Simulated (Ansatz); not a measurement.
The starting structures come from a database of crystals and need not be the phases stable at ambient conditions.

Inside the gap of an insulator the Bloch states are evanescent, with a wavenumber k + iκ along the transport direction.

Input:

```
CELL_PARAMETERS angstrom
      6.08426     0.00000     0.00000
     -2.67803     5.46319     0.00000
      1.70312     2.73159     5.16295
ATOMIC_POSITIONS crystal
  V  0.75000 0.25000 0.50000
  V  0.50000 0.50000 0.00000
  Bi 0.00000 0.00000 0.00000
  Bi 0.25000 0.75000 0.50000
  O  0.32928 0.51081 0.81847
  O  0.76081 0.07928 0.31847
  O  0.32928 0.14775 0.18153
  O  0.39775 0.07928 0.68153
  O  0.92072 0.60225 0.31847
  O  0.48919 0.67072 0.18153
  O  0.92072 0.23919 0.68153
  O  0.85225 0.67072 0.81847
```

Space group of this cell: I4_1/amd. The cell is taken as given; by r2SCAN its mean pressure is -0.8 GPa.

Transport runs along the normal of the first two printed cell vectors, the (110) plane of the conventional cell.

No gap correction and no spin-orbit coupling; mid-gap values are interpolated between computed energies.

Predict the band gap and the smallest decay constant κ at mid-gap from r2SCAN (Ansatz, a quantum-chemistry and plane-wave program).

Gap 2.77 eV on a 6×6×6 mesh; κ = 0.458 1/Å, at (0.333, 0.333) of the in-plane reciprocal vectors. At the zone centre, at the nearest computed energy, the slowest state has κ = 0.55 1/Å.
